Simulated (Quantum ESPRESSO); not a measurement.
Quantum ESPRESSO 7.5, DFT, PBE, plane waves, SSSP 1.1.2 efficiency PBE: bcc Fe, 1 atom, spin-polarised from a ferromagnetic start (nspin = 2, starting_magnetization 0.3 on Fe). Basis and mesh were picked for this test and aren't claimed converged.

```fortran
&CONTROL
  calculation = 'scf'
  pseudo_dir = './pseudo'
  outdir = './out'
  tprnfor = .true.
  tstress = .false.
/
&SYSTEM
  ibrav = 0
  nat = 1
  ntyp = 1
  ecutwfc = 45
  ecutrho = 360
  occupations = 'smearing'
  smearing = 'mv'
  degauss = 0.02
  nspin = 2
  starting_magnetization(1) = 0.3
/
&ELECTRONS
  conv_thr = 1e-09
/
ATOMIC_SPECIES
Fe 55.8450 Fe.pbe-spn-kjpaw_psl.0.2.1.UPF
CELL_PARAMETERS angstrom
 -1.433000000000   1.433000000000   1.433000000000
  1.433000000000  -1.433000000000   1.433000000000
  1.433000000000   1.433000000000  -1.433000000000
ATOMIC_POSITIONS crystal
Fe   0.000000000000   0.000000000000   0.000000000000
K_POINTS automatic
20 20 20 0 0 0
```

The program reports k-points computed (for each spin): 256, bands: 12, electrons: 16, G-vectors of the density: 9189, FFT grid: 30×30×30, symmetry operations: 48.

It runs on a single node (AMD EPYC (Zen 5), 96 cores on 1 socket, no SMT, 12 L3 cache groups; 94 cores' worth of CPU time may be used).

Each time is the median wall time of two to five repeats, run one at a time on the otherwise empty machine; start-up is included. Processes are pinned to neighbouring cores unless said otherwise. The times hold for this build (conda-forge: Open MPI 5.0, OpenMP, OpenBLAS 0.3.34 (pthreads), FFTW, ScaLAPACK, ELPA). Scratch files lie in a memory file system.

Started as
```bash
OMP_NUM_THREADS=1 mpirun -np 16 pw.x -nk 16 -in pw.in
```
(16 ranks, mixing_mode = plain (default), mixing_beta = 0.7 (default)) it takes 2.6 s and 10 SCF iterations.

Problem. Predict the time once the run is changed to mixing_mode = local-TF, mixing_beta = 0.1.

Solution. About 6.4 s (2 runs within 1 %): 2.4× as long. The largest move is in potentials (v_of_rho, newd, PAW_pot): 0.59 s to 2.4 s. SCF iterations go from 10 to 44. Change in the result: energy equal as printed, absolute magnetization equal as printed.
